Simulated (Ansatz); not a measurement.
# A computed series for Mo2N: pressure series

Start from Mo$_{2}$N (space group R-3m, No. 166; a = 2.8740 Å, c = 14.7767 Å (hexagonal axes); a cell from a computed database, its experimental status unchecked).

Cell and atoms are relaxed at each pressure.

Method: DFT with PBEsol, PAW potentials and a 420 eV plane-wave cutoff in Ansatz (a program for electronic structure), no spin-orbit coupling.

Notes on the quantities. enthalpy: H = E + PV relative to the base's energy.

```
variant                enthalpy  c/a ratio  lattice parameter a
----------------  -------------  ---------  -------------------
base                          –      5.142              2.874 Å
pressure 0.3 GPa  +0.02 eV/atom      5.142              2.873 Å
pressure 0.7 GPa  +0.05 eV/atom      5.142              2.872 Å
pressure 1.5 GPa  +0.11 eV/atom      5.143              2.869 Å
pressure 3 GPa    +0.22 eV/atom      5.143           (withheld)
pressure 5 GPa    +0.36 eV/atom      5.145              2.859 Å
pressure 7.5 GPa  +0.54 eV/atom      5.146              2.852 Å
pressure 10 GPa   +0.72 eV/atom      5.148              2.846 Å
```

Q: Complete the table.

A: 
- pressure 3 GPa, lattice parameter a: 2.865 Å

Load acts through the strain it causes; cell and atoms are relaxed under it. Stability against distortions was not tested. Competing high-pressure phases were not computed. The final runs are not spin-polarised. An odd electron count without spin: Mo2N.
